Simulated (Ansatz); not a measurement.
Formation energy of the bound charge states of Al interstitial in wurtzite AlN (start: void with 3N nearest; 96-site cell, 2×2×2 shifted sampling) against the Fermi level, N-rich (Δμ(Al) = -2.74 eV; only phases computed here count, gases as isolated molecules at 0 K). Computed with PBE, PAW (plane waves to 420 eV; Ansatz, a program for electronic structure).

Cell and caveats: 96-site cell; 2×2×2 shifted k-points; host gap 4.03 eV; charged states image-corrected; corrections pass 1 eV, so highly charged states may be off by several tenths; flagged in the runs: a host whose relaxation on this sampling wasn't shown to rest, a strain field that reaches the edge of the cell.

Left out: charge 0 (carrier in host band states).

```json
[
 {"E_F − E_VBM (eV)": "0.00", "q = +3": "2.91", "q = +2": "5.61", "q = +1": "8.12"},
 {"E_F − E_VBM (eV)": "0.50", "q = +3": "4.43", "q = +2": "6.62", "q = +1": "8.62"},
 {"E_F − E_VBM (eV)": "1.01", "q = +3": "5.94", "q = +2": "7.63", "q = +1": "9.13"},
 {"E_F − E_VBM (eV)": "1.51", "q = +3": "7.45", "q = +2": "8.64", "q = +1": "9.63"},
 {"E_F − E_VBM (eV)": "2.02", "q = +3": "8.97", "q = +2": "9.65", "q = +1": "10.14"},
 {"E_F − E_VBM (eV)": "2.52", "q = +3": "10.48", "q = +2": "10.66", "q = +1": "10.64"},
 {"E_F − E_VBM (eV)": "3.03", "q = +3": "11.99", "q = +2": "11.66", "q = +1": "11.14"},
 {"E_F − E_VBM (eV)": "3.53", "q = +3": "13.50", "q = +2": "12.67", "q = +1": "11.65"},
 {"E_F − E_VBM (eV)": "4.03", "q = +3": "15.02", "q = +2": "13.68", "q = +1": "12.15"}
]
```

Crossings of the lowest lines: (+3/+1) at 2.60 eV.
